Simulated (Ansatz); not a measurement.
Mg$_{2}$Si (Fm-3m), Ansatz (a quantum-chemistry and plane-wave program) with HSE06, rigid bands: N_v = 6.33e19 cm⁻³ at 300 K and a hole conductivity mass of 0.370 mₑ.

For 1e17 holes per cm³ at 300 K, place the Fermi level, estimate the Seebeck coefficient of a parabolic band with constant τ, and give mobility and conductivity for τ = 10 fs.

The level lies k_BT ln(N_v/p) = 0.167 eV above the valence-band maximum. S ≈ +(k_B/e)[ln(N_v/p) + 5/2] = 771 μV/K, against 758 μV/K from the full bands (mean over directions). μ = eτ/m = 47.5 cm²/(V·s) and σ = peμ = 0.762 S/cm. τ is assumed, not computed.

Band transport and this doping are assumed; polarons and phonon drag are left out. Spin-orbit coupling is left out; where it splits the top of the valence band, N_v and the p-type Seebeck coefficient come out somewhat high without it. Geometry: cell and atoms relaxed with PBEsol.
